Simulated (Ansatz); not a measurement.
System: stishovite (SiO2). Method: PBEsol (plane waves, PAW; Ansatz, a quantum-chemistry and plane-wave program).

Settings: plane-wave cutoff 520 eV, 8×8×12 k mesh (along the axes of the cell as run), Fermi–Dirac smearing 0.01 eV, scalar-relativistic PAW data made under PBE.

On both sides of the equilibrium volume: at 7.698 Å³/atom the pressure is 6.08 GPa and the direct gap at Γ 5.669 eV; at 8.012 Å³/atom they are -5.34 GPa and 5.063 eV. The fitted bulk modulus is 284 GPa.

### Question
Work out the volume deformation potential of this gap and its pressure coefficient, in two ways.

### Answer
a_V = dE_g/d ln V = (5.063 − 5.669)/ln(8.012/7.698) = -15.16 eV. Since dP = −B d ln V, dE_g/dP = −a_V/B = 53 meV/GPa. Straight from the pressures: (5.669 − 5.063)/(6.08 − (-5.34)) = 53 meV/GPa. At this level and over this range the gap at Γ widens under pressure.
